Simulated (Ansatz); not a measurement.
Results of G0W0@PBEsol (hard PAW, contour deformation; Ansatz, a first-principles code) for Be3N2 (R3m, No. 160, 5 atoms in the cell; start mp-1070456; a measured phase of this formula has another space group).

The cell is the one relaxed with PBEsol. Conventional cell: a = 2.8345 Å, b = 2.8345 Å, c = 14.5545 Å, α = 90.00°, β = 90.00°, γ = 120.00°.

The quasiparticle gap at Γ at a fixed k mesh 6×6×6:

```tsv
response cutoff	value (eV)
150 eV, 259 empty bands	7.832
200 eV, 398 empty bands	7.888
250 eV, 557 empty bands	7.916
300 eV, 732 empty bands	7.932
```

Q: Taking the value to converge with the response cutoff E as E^(−3/2), extrapolate from the last two rows.

A: With y = y∞ + c/w and weights w = 3953 and 5196 for the last two rows, y∞ = (w2 y2 − w1 y1)/(w2 − w1) = (5196 × 7.932 − 3953 × 7.916)/1243 = 7.983 eV, which lies 0.051 beyond the last row. Successive pairs of rows give 7.992, 7.986, 7.983. The limit also hangs on the law assumed, so its last digits aren't firm.

The other settings are not extrapolated, so this is the limit in one setting alone.

At the last cutoff the smallest gap on this mesh is 4.47 eV, with an edge away from Γ.

A start named mp-… is a Materials Project structure, which need not be a measured phase.
